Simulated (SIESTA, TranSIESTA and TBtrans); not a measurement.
Device: Pd chain with one Ge atom in place of Pd. Leads: straight Pd chain, spacing 2.5 Å. Geometry: 3 atoms about the centre moved by SIESTA (PBE, DZP) to a largest force of 0.02 eV/Å, all others as built, motion along the axis alone. Transport runs along z; the first 6 and the last 6 of the 19 atoms are the lead cells, repeated to infinity.

```xyz
19
Lattice="9.000 0.000 0.000 0.000 9.000 0.000 0.000 0.000 47.400" Properties=species:S:1:pos:R:3 pbc="F F T"
Pd     4.500     4.500     0.000
Pd     4.500     4.500     2.500
Pd     4.500     4.500     5.000
Pd     4.500     4.500     7.500
Pd     4.500     4.500    10.000
Pd     4.500     4.500    12.500
Pd     4.500     4.500    15.000
Pd     4.500     4.500    17.500
Pd     4.500     4.500    20.150
Ge     4.500     4.500    22.450
Pd     4.500     4.500    24.749
Pd     4.500     4.500    27.400
Pd     4.500     4.500    29.900
Pd     4.500     4.500    32.400
Pd     4.500     4.500    34.900
Pd     4.500     4.500    37.400
Pd     4.500     4.500    39.900
Pd     4.500     4.500    42.400
Pd     4.500     4.500    44.900
```
Starting moments (μB): atom 7 +0.7, atom 8 +0.7, atom 9 +0.7, atom 11 +0.7, atom 12 +0.7, atom 13 +0.7; lead atoms +0.7 (left) and +0.7 (right).

Run with TranSIESTA and TBtrans (open boundaries, self-consistent; PseudoDojo norm-conserving potentials, scalar-relativistic): Spin polarized, PAO.BasisSize DZP, PAO.EnergyShift 0.15 eV, XC.Authors PBE, Mesh.Cutoff 200 Ry, ElectronicTemperature 300 K, TS.Voltage 0.0 eV, TBT.Elecs.Eta 0.001 eV.

Energies count from the leads' Fermi level. Transmissions are for each spin. The energy step is 0.01 eV; narrower resonances are cut or missed.

```tsv
E (eV)	T up	T down
-0.20	1.25	1.10
-0.15	1.08	1.05
-0.10	0.998	1.02
-0.05	0.998	0.987
0.00	0.982	0.962
0.05	0.953	0.942
0.10	0.916	0.926
0.15	0.878	0.910
0.20	0.841	0.895
```

Q: Give the zero-bias conductance in μS and the resistance at 300 K.

A: At the Fermi level the mean of both spins is (0.982 + 0.962)/2 = 0.972. Averaged with −∂f/∂E over the full grid (kT = 25.9 meV) it is 0.971. With G0 = 2e²/h = 77.48 μS, G = 75.2 μS and R = 1/G = 13.3 kΩ.

Q: The eigenchannels at the Fermi level (both spins) transmit 0.982, 0.742, 0.110, 0.110. What Fano factor of the shot noise follows at low temperature and bias?

A: F = Σ τ(1 − τ)/Σ τ = 0.405/1.94 = 0.21.

The magnetic order of the leads was set by the start, and no other order was tried; the separate lead runs end at 0.76 (left) and 0.76 (right) μB an atom. The straight chain is held at its spacing; free chains may zigzag or dimerise.
